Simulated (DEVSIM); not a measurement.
Structure: abrupt GaSb n-p junction, at 300 K.

Layer 1 from the left is GaSb, thickness (μm) 3.60, Nd (cm⁻³) 7.4e16, τn (s) 2.7e-9, τp (s) 2.7e-9. Layer 2 from the left is GaSb, thickness (μm) 13.0, Na (cm⁻³) 1.3e17, τn (s) 2.7e-9, τp (s) 2.7e-9.

Left contact: ohmic. Right contact: ohmic. Voltage is applied to the left contact. Recombination: SRH at mid-gap, Auger. Mobility is constant in doping.

Constants are typed, rounded textbook-type inputs, not results; the design itself was drawn at random and stands for no fabricated device. Values at 300 K.

GaSb: gap (eV) 0.726, affinity (eV) 4.06, permittivity 15.7, Nc (cm⁻³) 2.1e17, Nv (cm⁻³) 1.8e19, μn (cm²/Vs) 5000, μp (cm²/Vs) 850, Cn (cm⁶/s) 5e-30, Cp (cm⁶/s) 5e-30.

DEVSIM, 1D drift-diffusion, Boltzmann statistics, complete ionisation; no tunnelling, impact ionisation, image-force lowering or self-heating.

**Question.** What does the simulation give for the largest field in the device at zero bias, the dark forward voltage at 1 A/cm², the dark forward voltage at 100 A/cm²?

**Answer.** largest field in the device at zero bias 75000 V/cm; dark forward voltage at 1 A/cm² 0.350 V; dark forward voltage at 100 A/cm² 0.479 V.
